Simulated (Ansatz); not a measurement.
Pair distribution function (S-W) of WS2 (2H layers), cell W32S64, with the crystal as the starting point [in the run: it stayed crystalline; mean temperature 930 K (target 940 K); density 7.61 g/cm³, volume +2 % from the start crystal's; under uneven stress (diagonal components 0.8 GPa apart); Γ point only, which a denser mesh shifts by -0.4 GPa in pressure and 0.03 eV/Å in forces], from MD at 930 K. These are PBE + D3(BJ) (plane waves, PAW; Ansatz, an electronic-structure program) values and carry that method's errors. Volume per atom 18.04 Å³, mean pressure -0.2 GPa. 

```
r (Å) | g(r)
     1.54 |  0.00
     1.58 |  0.00
     1.62 |  0.00
     1.66 |  0.00
     1.70 |  0.00
     1.74 |  0.00
     1.78 |  0.00
     1.82 |  0.00
     1.86 |  0.00
     1.90 |  0.00
     1.94 |  0.00
     1.98 |  0.00
     2.02 |  0.00
     2.06 |  0.00
     2.10 |  0.00
     2.14 |  0.00
     2.18 |  0.06
     2.22 | # 0.41
     2.26 | #### 1.53
     2.30 | ########### 3.92
     2.34 | ##################### 7.21
     2.38 | ############################ 9.72
     2.42 | ############################## 10.3
     2.46 | ########################## 8.82
     2.50 | ################## 6.07
     2.54 | ########## 3.60
     2.58 | ###### 1.90
     2.62 | ### 0.88
     2.66 | # 0.35
     2.70 |  0.15
     2.74 |  0.04
     2.78 |  0.01
     2.82 |  0.00
     2.86 |  0.00
     2.90 |  0.00
     2.94 |  0.00
     2.98 |  0.00
     3.02 |  0.00
     3.06 |  0.00
     3.10 |  0.00
     3.14 |  0.00
     3.18 |  0.00
     3.22 |  0.00
     3.26 |  0.00
     3.30 |  0.00
     3.34 |  0.00
     3.38 |  0.00
     3.42 |  0.00
     3.46 |  0.00
     3.50 |  0.00
     3.54 |  0.00
     3.58 |  0.01
     3.62 |  0.03
     3.66 |  0.08
     3.70 |  0.17
     3.74 | # 0.34
     3.78 | ## 0.59
     3.82 | ### 0.93
     3.86 | #### 1.48
     3.90 | ###### 1.99
     3.94 | ####### 2.32
     3.98 | ####### 2.50
     4.02 | ####### 2.51
     4.06 | ####### 2.25
     4.10 | ##### 1.80
     4.14 | #### 1.30
     4.18 | ### 0.88
     4.22 | ## 0.56
     4.26 | # 0.32
     4.30 | # 0.25
     4.34 | # 0.20
     4.38 | # 0.24
     4.42 | # 0.28
     4.46 | # 0.39
     4.50 | # 0.45
     4.54 | # 0.49
     4.58 | # 0.51
     4.62 | # 0.51
     4.66 | # 0.50
     4.70 | # 0.44
     4.74 | # 0.40
     4.78 | # 0.36
     4.82 | # 0.42
     4.86 | ## 0.58
     4.90 | ### 0.93
     4.94 | #### 1.40
     4.98 | ###### 1.90
     5.02 | ####### 2.48
     5.06 | ######### 2.94
     5.10 | ######### 3.09
```

Q: Read off where the first shell ends and the number of neighbours in it.

A: g is nil from 2.8 to 3.5 Å, so any cut there serves; 3.0 W round each S and 6.0 S round each W in the shell, from n = 4πρ∫r²g(r)dr.
